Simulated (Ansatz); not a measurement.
O interstitial (fcc Rh host)

The numbers are results of PBE, PAW (plane waves to 420 eV; Ansatz, a program for electronic structure), not measurements. Set-up: 32-site cell; 6×6×6 shifted k-points; start: void with 6Rh nearest; finite-size errors of tenths of an eV; the relaxation kept the symmetry of the starting site; relaxed from one start, so a lower configuration may exist.

Neighbours after relaxation, in Å: of the O atom: Rh 2.06, Rh 2.06, Rh 2.06, Rh 2.06, Rh 2.06, Rh 2.06.

Formation energies E_f are those of the neutral cell. Chemical conditions: host crystal and elements as references (Δμ(O) = 0.00 eV; O taken from its element, since no compound that bounds it was computed at this level; only phases computed here count, gases as isolated molecules at 0 K). Reference phases: O: O2 molecule in a box.

The name describes the start; the neighbours show where the added atom ended.

```csv
charge,moment (μB),point group,largest move off a lattice site (Å),"E_f, host crystal and elements as references (eV)"
0,not spin-polarised,Oh,0.14,2.20
```

Point groups are those of the whole cell at tolerances of 0.03 and 0.1 Å ("near" where only the looser one holds); none is given for unsettled states.
